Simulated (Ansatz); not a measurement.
The starting structures come from a database of crystals and need not be the phases stable at ambient conditions.

Here is the system:

```
CELL_PARAMETERS angstrom
      7.43230     0.00000     0.00000
      2.18809     8.36296     0.00000
     -2.70709    -1.34178     6.17983
ATOMIC_POSITIONS crystal
  K  0.20246 0.10970 0.38858
  K  0.79754 0.89030 0.61142
  K  0.53720 0.31967 0.15261
  K  0.46280 0.68033 0.84739
  Ge 0.94153 0.31629 0.86019
  Ge 0.05847 0.68371 0.13981
  Se 0.61557 0.28428 0.66450
  Se 0.38443 0.71572 0.33550
  Se 0.18441 0.08871 0.86630
  Se 0.81559 0.91129 0.13370
  Se 0.96381 0.46508 0.22379
  Se 0.03619 0.53492 0.77621
```

Space group of this cell: P-1. The cell is taken as given.

Transport runs along the normal of the first two printed cell vectors.

The gap is the functional's own, uncorrected, and κ follows it; spin-orbit coupling is left out. Mid-gap values are interpolated between the computed energies.

### Question
Give the band gap and the smallest decay constant κ at mid-gap that r2SCAN (Ansatz, a program for electronic structure) yields.

### Answer
Gap 2.11 eV on a 6×4×6 mesh; κ = 0.220 1/Å, at the zone centre.
